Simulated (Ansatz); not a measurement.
Response to strain in Nb

The parent structure is Nb in the bcc (W type) structure (space group Im-3m, No. 229; a = 3.303 Å).

Strains are applied to the cell and any free atomic positions relax.

The values are results of r2SCAN in Ansatz (plane waves to 500 eV, PAW, without spin-orbit coupling), not measurements.

```csv
isotropic strain (%),pressure (GPa)
-4.66,32.6
-1.16,?
-1.1,6.1
0,0.0
5.95,-21.9
```

Problem. Fit P = P₀ − Bδ + Cδ² with δ = (1 + ε)³ − 1 to the rows shown and predict the withheld row.

Solution. Least squares on the printed values gives P₀ = -0.3 GPa, B = 192 GPa, C = 409 GPa (largest residual 0.3 GPa); this predicts 6.8 GPa, and the run gives 6.5 GPa, 0.3 lower.

No phonon test of stability was made. The final runs are not spin-polarised.

Ansatz is a first-principles code.
